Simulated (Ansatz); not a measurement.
Surface: Si(111) 1x1 surface, 6 top atoms, 3 bilayers, bottom bilayer H-capped and fixed, every top atom capped by H; cell 11.5 x 6.6 Å; two neighbouring H replaced by OH; about 7 Å thick over the host's atoms, 18 atoms held. Computed with PBE-D3(BJ) (plane waves to 420 eV, PAW; Ansatz, a program for electronic structure). k mesh 1 x 2 x 1. Some slab states were started with spin and the others were run without it. No Hubbard U. Slab thickness, cell and mesh are as stated and are not converged limits. Energies are static: no zero-point or thermal part. Each state was relaxed from one prepared geometry.

End state of this step: SiH4 reduces the fragment of MoF6: H goes to Mo and F to Si. Atoms near the product:

```csv
atom,x (Å),y (Å),z (Å)
Si(15),3.827,6.660,9.456
H(29),3.799,6.594,10.952
Si(30),7.675,6.688,9.537
H(44),7.711,6.759,11.028
H(45),9.582,3.282,11.091
O(46),5.140,3.266,11.076
Mo(a0),3.813,3.286,12.399
F(a1),2.426,3.641,13.597
F(a2),5.155,3.806,13.610
F(a4),3.979,1.590,13.253
F(a6),7.825,5.720,13.389
Si(d0),6.504,6.660,13.502
H(d1),3.767,4.990,12.348
H(d2),5.619,6.286,12.365
H(d3),5.865,6.432,14.821
H(d4),6.967,8.068,13.335
```

### Question
What energy does it take to move SiH3F into the gas, one a cell, with the surface relaxed behind it, and what are its closest contacts before it leaves?

### Answer
0.36 eV. Its closest contacts to the rest of the cell: H(d2)...H(d1) 2.26 Å, H(d2)...H(29) 2.32 Å, H(d2)...H(44) 2.53 Å.
